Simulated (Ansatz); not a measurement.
Space group Fm-3m (No. 225); a = 4.8118 Å, b = 4.8118 Å, c = 4.8118 Å, α = 90.00°, β = 90.00°, γ = 90.00°

| atom | site | symmetry | x | y | z |
|---|---|---|---|---|---|
| N | 4a | m-3m | 0.0000 | 0.0000 | 0.0000 |
| Y | 4b | m-3m | 0.5000 | 0.5000 | 0.5000 |
(The calculation used a cell of 2 atoms; values per cell refer to that cell.)

The cell was generated from a structure type, relaxed within its symmetry, and need not be the phase found at ambient conditions. At this level the gap is small or closed, and a narrow smearing was used. The pressure is 5 GPa. The structure is held there; whether it is the stable one at that pressure was not tested.

Q: By how much do the lattice constants and the volume change from 300 K to 1000 K (quasi-harmonic approximation, Ansatz, a quantum-chemistry and plane-wave program, PBEsol functional, plane-wave PAW), and how far does the bulk modulus soften?

A: a by 0.64 %, the volume by 1.93 %; B_T goes from 183 to 162 GPa. No phase change or melting is allowed for: the numbers belong to this structure as given.
